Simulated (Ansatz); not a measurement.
This concerns the energy change on adding H to slab B from H2 (gas). Reaction: cell B + 1/2 H2 (gas) → cell A. Negative: the products are lower in energy.

Cell A: a slab of Mg (hcp, P6₃/mmc) cut along (0001), 55 atoms, hexagonal cell of 9.41 Å (76.7 Å²), symmetry P3m1, 14.8 Å thick under 16 Å of vacuum, in-plane vectors held at the crystal's; planes from bottom to top: Mg9 × 5 | Mg8As | H; added, foreign or displaced atoms, above the top plane: AsH bound through As to 6 Mg at 3.11 Å; against B it holds H more, on a cell with nine atoms a plane; spin state with PBE: run without spin, k-point mesh 5×5×1.
```xyz
55
Lattice="9.4101 0.0000 0.0000 -4.7050 8.1494 0.0000 0.0000 0.0000 30.3389" Properties=species:S:1:pos:R:3 pbc="T T T"
Mg     0.0028     1.8094     7.9486
Mg     1.5683     0.9055    10.5579
Mg    -0.0036     1.8130    13.0805
Mg     1.5683     0.9055    15.6305
Mg     0.0092     1.8057    18.1315
As     1.5683     0.9055    21.1499
Mg    -1.5705     4.5262     7.9523
Mg    -0.0023     3.6274    10.5537
Mg    -1.5662     4.5287    13.0948
Mg    -0.0037     3.6269    15.6224
Mg    -1.5678     4.5277    18.2052
Mg     0.0322     3.5819    20.7657
Mg    -3.1367     7.2471     7.9486
Mg    -1.5647     6.3337    10.5537
Mg    -3.1367     7.2398    13.0805
Mg    -1.5659     6.3327    15.6224
Mg    -3.1367     7.2545    18.1315
Mg    -1.5869     6.3864    20.7657
Mg     3.1339     1.8094     7.9486
Mg     4.7109     0.9047    10.5537
Mg     3.1403     1.8130    13.0805
Mg     4.7112     0.9062    15.6224
Mg     3.1275     1.8057    18.1315
Mg     4.6542     0.8976    20.7657
Mg     1.5683     4.5271     7.9518
Mg     3.1390     3.6274    10.5537
Mg     1.5683     4.5282    13.0898
Mg     3.1404     3.6269    15.6224
Mg     1.5683     4.5166    18.1846
Mg     3.1044     3.5819    20.7657
Mg    -0.0003     7.2441     7.9518
Mg     1.5683     6.3384    10.5567
Mg     0.0007     7.2435    13.0898
Mg     1.5683     6.3384    15.6320
Mg    -0.0094     7.2493    18.1846
Mg     1.5683     6.3384    20.7942
Mg     6.2734     1.8135     7.9523
Mg     7.8358     0.9047    10.5537
Mg     6.2734     1.8084    13.0948
Mg     7.8356     0.9062    15.6224
Mg     6.2734     1.8103    18.2052
Mg     7.8926     0.8976    20.7657
Mg     4.7072     4.5262     7.9523
Mg     6.2734     3.6219    10.5615
Mg     4.7029     4.5287    13.0948
Mg     6.2734     3.6219    15.6401
Mg     4.7045     4.5277    18.2052
Mg     6.2734     3.6219    20.8327
Mg     3.1370     7.2441     7.9518
Mg     4.7014     6.3337    10.5537
Mg     3.1360     7.2435    13.0898
Mg     4.7026     6.3327    15.6224
Mg     3.1461     7.2493    18.1846
Mg     4.7236     6.3864    20.7657
H      1.5683     0.9055    22.7071
```

Cell B: a slab of Mg (hcp, P6₃/mmc) cut along (0001), 54 atoms, hexagonal cell of 9.41 Å (76.7 Å²), symmetry P3m1, 12.8 Å thick under 16 Å of vacuum, in-plane vectors held at the crystal's; planes from bottom to top: Mg9 × 5 | Mg8As; added, foreign or displaced atoms, within the planes: As bound to 3 Mg at 2.82 Å; spin state with PBE: run without spin, k-point mesh 5×5×1.
```xyz
54
Lattice="9.4101 0.0000 0.0000 -4.7050 8.1494 0.0000 0.0000 0.0000 28.7515" Properties=species:S:1:pos:R:3 pbc="T T T"
Mg    -0.0002     1.8111     7.9962
Mg     1.5683     0.9055    10.5987
Mg    -0.0058     1.8143    13.1159
Mg     1.5683     0.9055    15.6325
Mg    -0.0059     1.8144    18.1656
As     1.5683     0.9055    20.3227
Mg    -1.5671     4.5281     7.9964
Mg    -0.0010     3.6249    10.5958
Mg    -1.5716     4.5255    13.1156
Mg     0.0002     3.6254    15.6524
Mg    -1.5671     4.5281    18.2032
Mg     0.0231     3.5959    20.7459
Mg    -3.1367     7.2437     7.9962
Mg    -1.5663     6.3361    10.5958
Mg    -3.1367     7.2372    13.1159
Mg    -1.5652     6.3369    15.6524
Mg    -3.1367     7.2371    18.1656
Mg    -1.5794     6.3714    20.7459
Mg     3.1368     1.8111     7.9962
Mg     4.7080     0.9049    10.5958
Mg     3.1425     1.8143    13.1159
Mg     4.7079     0.9036    15.6524
Mg     3.1426     1.8144    18.1656
Mg     4.6710     0.8985    20.7459
Mg     1.5683     4.5259     7.9960
Mg     3.1377     3.6249    10.5958
Mg     1.5683     4.5256    13.1217
Mg     3.1365     3.6254    15.6524
Mg     1.5683     4.5425    18.1868
Mg     3.1136     3.5959    20.7459
Mg    -0.0013     7.2446     7.9960
Mg     1.5683     6.3384    10.5899
Mg    -0.0016     7.2448    13.1217
Mg     1.5683     6.3384    15.6328
Mg     0.0131     7.2363    18.1868
Mg     1.5683     6.3384    20.7944
Mg     6.2734     1.8096     7.9964
Mg     7.8387     0.9049    10.5958
Mg     6.2734     1.8147    13.1156
Mg     7.8389     0.9036    15.6524
Mg     6.2734     1.8096    18.2032
Mg     7.8758     0.8985    20.7459
Mg     4.7038     4.5281     7.9964
Mg     6.2734     3.6219    10.5900
Mg     4.7083     4.5255    13.1156
Mg     6.2734     3.6219    15.6511
Mg     4.7038     4.5281    18.2032
Mg     6.2734     3.6219    20.8235
Mg     3.1380     7.2446     7.9960
Mg     4.7030     6.3361    10.5958
Mg     3.1383     7.2448    13.1217
Mg     4.7019     6.3369    15.6524
Mg     3.1236     7.2363    18.1868
Mg     4.7161     6.3714    20.7459
```

Reference: an isolated H2 molecule (singlet) in a box of 11 × 11 × 13 Å.

Plane-wave PAW calculations with Ansatz (an electronic-structure program), its PAW set soft_1, cutoff 420 eV, 500 eV for r2SCAN. The structures are at rest with PBE+D3(BJ), within the held lattices; other levels are single points on them. Neutral cells; Fermi-Dirac smearing of at most 0.10 eV in the solids, energies taken to zero width. The lattices are those relaxed with PBE+D3(BJ), so at other levels the solids can be strained, which adds to the spread. Larger cells are relaxed from a start prepared with the learned potential CHGNet, on a coarser mesh till forces fall under 0.03 eV/Å, which some starts already meet. A dispersion term (D3(BJ), or D4 for r2SCAN) was computed beside these levels and is taken off wherever the name lacks it. Static lattices, no vibrational contributions. No structure search was made; lower ones may exist. Values are for these cell sizes. Cell A has symmetry P3m1 and got no random move, so less symmetric positions, which may lie lower, weren't tried. Cell B has symmetry P3m1 and got no random move, so less symmetric positions, which may lie lower, weren't tried.

**Question.** Predict the value from PBE+D3(BJ).

**Answer.** 0.63 eV, for cell B + 1/2 H2 (gas) → cell A.

**Question.** How does the value move with the functional?

**Answer.** 
```csv
Method,value (eV),less PBE+D3(BJ)
PBE,0.55,-0.08
r2SCAN,0.67,0.04
```

The levels span 0.12 eV, from PBE (0.55) to r2SCAN (0.67).
